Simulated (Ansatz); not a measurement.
Consider PtS (space group P4_2/mmc, No. 131).

```yaml
crystal:
  lattice:
    - [3.47510, 0.00000, 0.00000]
    - [0.00000, 3.47510, 0.00000]
    - [0.00000, 0.00000, 6.06727]
  atoms:
    - { symbol: Pt, position: [0.00000, 0.50000, 0.00000] }
    - { symbol: Pt, position: [0.50000, 0.00000, 0.50000] }
    - { symbol: S, position: [0.00000, 0.00000, 0.25000] }
    - { symbol: S, position: [0.00000, 0.00000, 0.75000] }
```

The values are results of PBEsol, PAW, 420 eV (Ansatz, a quantum-chemistry and plane-wave program; without spin-orbit coupling), not measurements.

Strains are applied to the cell and any free atomic positions relax.

One change was made to it. Results:

```tsv
quantity	base	after
pressure (mean of the normal stresses, compression positive)	-0.1 kbar	182.9 kbar
width of the top valence band	1.62 eV	1.65 eV
```

Question: Name the change that was made.
(A) isotropic strain −0.60 %
(B) isotropic strain −3.00 %
(C) isotropic strain −2.40 %
(D) isotropic strain −1.80 %
(E) isotropic strain −1.20 %

Answer: B, isotropic strain −3.00 %. For comparison, the pressure in the other runs: isotropic strain −2.40 % gives 139.4 kbar; isotropic strain −0.60 % gives 30.1 kbar; isotropic strain −1.20 % gives 63.2 kbar; isotropic strain −1.80 % gives 99.5 kbar.

With Pt present, leaving out spin-orbit coupling can change the band edges. The levels and masses belong to the bands next to the band gap. Whether these cells are dynamically stable was not tested.
